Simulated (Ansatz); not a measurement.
# GaAs: band gap against strain

GaAs (zinc blende, F-43m, 23.709 Å³/atom and stress up to 0.01 GPa in the relaxed cell, cube axes along x, y and z) under an equal strain ε along all three axes. PBE in Ansatz, a plane-wave DFT program (PAW, default set), 420 eV, 10×10×10 Γ-centred mesh, Fermi-Dirac smearing 0.05 eV; ions are relaxed, or left where forces stay under 0.02 eV/Å, within the symmetry of each cell. Against the start cell, which lies near the measured one, the relaxed cell differs by 5.2 % in volume; the values below rest on it. Gaps are the smallest over the k-mesh and a band path, without spin-orbit coupling; in all rows the valence edge lies at Γ and the conduction edge at Γ. Runs with a gap under 0.1 eV are left out.

Here s stands for strain and Eg for gap.

```
strain (%)  gap (eV)
----------  --------
-3.00              ?
-1.50          0.493
-1.00          0.380
-0.50          0.269
0.00           0.160
```

Fit Eg of the 4 rows that show it with a straight line. Means: s -0.75000, Eg 0.3255. About the means, the sum of products is -0.27750 and the sum of squares of s is 1.2500; the slope is their ratio. Least squares gives Eg = 0.1590 - 0.22200·s. Residuals (row less fit): 0.0010, -0.0010, -0.0010, 0.0010; standard error 0.0014 (degrees of freedom: 2). Over these rows the gap moves by -22.2 ± 0.1 eV per unit strain, or -7.4 eV per unit of ln V.

**Question.** Predict the withheld Eg at s = -3.00 from the fit, and compare with the calculation.

**Answer.** Eg = 0.1590 - 0.22200 × (-3.0) = 0.8250 eV. The calculation gives 0.844 eV, 0.0190 eV above the prediction (2.8 % of the range of Eg in the table). The row lies outside the fitted rows, so this is an extrapolation. From the scatter of the fitted rows alone, a prediction at this place has a standard error of 0.0033 eV, so the miss is 5.8 times that.

A polynomial of degree 2 through the 6 other runs of the series gives 0.844 there, so most of the miss is curvature that the fit leaves out. Other structures, which can take over under pressure, weren't tried. Spin-orbit coupling is left out, which can shift this property for GaAs. Rows are the converged runs of the series near zero and its far end; series whose fitted rows scatter by over a few per cent of the range, as at a crossing or softening among them, aren't shown in this form, nor equations of state whose B0' disagrees with the runs' pressures. Most that stay on the fit to the last digits aren't either.
